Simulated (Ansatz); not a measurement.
A computed series for WS2: response to strain

Take WS$_{2}$ (space group P6_3/mmc, No. 194; a = 3.154 Å, c = 12.141 Å; layered, stacked along the Cartesian z axis) as the base.

Strains are applied to the cell and any free atomic positions relax.

Computed with PBE-D3(BJ) (Ansatz, a quantum-chemistry and plane-wave program, PAW, without spin-orbit coupling).

Notes on the quantities. pressure: mean of the normal stresses, compression positive.

```json
[
 {"isotropic strain (%)": "-3", "pressure (GPa)": "8.9"},
 {"isotropic strain (%)": "-2.4", "pressure (GPa)": "?"},
 {"isotropic strain (%)": "-1.8", "pressure (GPa)": "4.9"},
 {"isotropic strain (%)": "-1.2", "pressure (GPa)": "3.1"},
 {"isotropic strain (%)": "-0.6", "pressure (GPa)": "1.5"},
 {"isotropic strain (%)": "0", "pressure (GPa)": "0.0"}
]
```

Problem. Fit P = P₀ − Bδ + Cδ² with δ = (1 + ε)³ − 1 to the rows shown and predict the withheld row.

Solution. Least squares on the printed values gives P₀ = 0.0 GPa, B = 77.4 GPa (at held cell shape), C = 280 GPa (largest residual 0.0 GPa); this predicts 6.8 GPa, and the run gives 6.8 GPa, in agreement.

Stability against distortions was not tested.
